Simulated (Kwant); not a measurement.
Device: Ge/Si0.2Ge0.8 stack with 1 barrier. One parabolic valley. Leads of mass 0.12 mₑ with the band edge at 0; grid 0.1 nm; bias 0 V, dropping linearly over the stack.

| layer | thickness (nm) | band offset (eV) | mass (mₑ) |
|---|---|---|---|
| 1 | 6.4 | 0.12 | 0.14 |

Constants are typed, rounded textbook-type inputs, not results; the design itself was drawn at random and stands for no fabricated device.

Kwant, one-band effective-mass tight-binding model in one dimension, coherent, no space charge.

### Question
Work out the transmission below the barrier top from T = 1/(1 + ((ζ + 1/ζ)/2)² sinh²(κa)), ζ = (k/m_lead)/(κ/m_barrier).

### Answer
E = 0.02331 eV: k = 0.2710 nm⁻¹, κ = 0.5961 nm⁻¹, ζ = 0.5303, T = 0.00133. The simulation gives 0.00133, the same within the digits that matter. E = 0.05964 eV: k = 0.4334 nm⁻¹, κ = 0.4709 nm⁻¹, ζ = 1.074, T = 0.00955. The simulation gives 0.00955, the same within the digits that matter. E = 0.09144 eV: k = 0.5366 nm⁻¹, κ = 0.3240 nm⁻¹, ζ = 1.932, T = 0.0417. The simulation gives 0.0417, the same within the digits that matter. What differs comes from the grid.
